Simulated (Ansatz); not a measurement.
# What P → Os does to InP

Base system: InP in the zinc blende structure (space group F-43m, No. 216; a = 5.960 Å).

The change: Os takes the place of P on all its sites, then cell and atoms are relaxed.

All numbers come from DFT with PBE, PAW potentials and a 420 eV plane-wave cutoff in Ansatz (a first-principles code), no spin-orbit coupling. Γ-centred 13×13×13 mesh, Fermi–Dirac width 0.05 eV, for the changed cell.

The volume per atom increases by 1.746 Å³ to 28.20 Å³ and the lattice parameter a rises by 0.128 Å (5.960 Å → 6.088 Å). The space group remains F-43m (No. 216) and the shortest interatomic distance goes up by 0.0556 Å to 2.636 Å. The band gap changes from 0.44 eV to zero.

Final structure:

```xyz
2
Lattice="0.0000 3.0439 3.0439 3.0439 0.0000 3.0439 3.0439 3.0439 0.0000" Properties=species:S:1:pos:R:3 pbc="T T T"
Os     4.5659     4.5659     4.5659
In     0.0000     0.0000     0.0000
```

Stability against distortions was not tested. As relaxed here, InOs is a hypothetical phase, not in the database extracts checked. All final runs are without spin polarisation. An odd electron count without spin: InOs. InOs has a high density of states at the Fermi level and may be magnetic at this level.
